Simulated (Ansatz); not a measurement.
Results of RPBE (Ansatz, a program for electronic structure, plane waves, PAW) for fluorite CoSi₂.

Run with plane-wave cutoff 520 eV, 22×22×22 k mesh, Fermi–Dirac smearing 0.064 eV (set by the program), no spin polarisation, scalar-relativistic PAW data made under PBE.

Cell (relaxed at this level):

```xyz
3
Lattice="0.0000 2.6949 2.6949 2.6949 0.0000 2.6949 2.6949 2.6949 0.0000" Properties=species:S:1:pos:R:3 pbc="T T T"
Co     0.0000     0.0000     0.0000
Si     1.3475     1.3475     1.3475
Si     4.0424     4.0424     4.0424
```

Problem. Give the computed elastic constant C12, elastic constant C44, Young modulus and elastic constant C11.

Solution. 
* **elastic constant C12**: 143 GPa
* **elastic constant C44**: 87.0 GPa
* **Young modulus**: 174 GPa
* **elastic constant C11**: 228 GPa

Elastic constants are with the ions relaxed.

Computing time: very roughly 11 core-minutes.
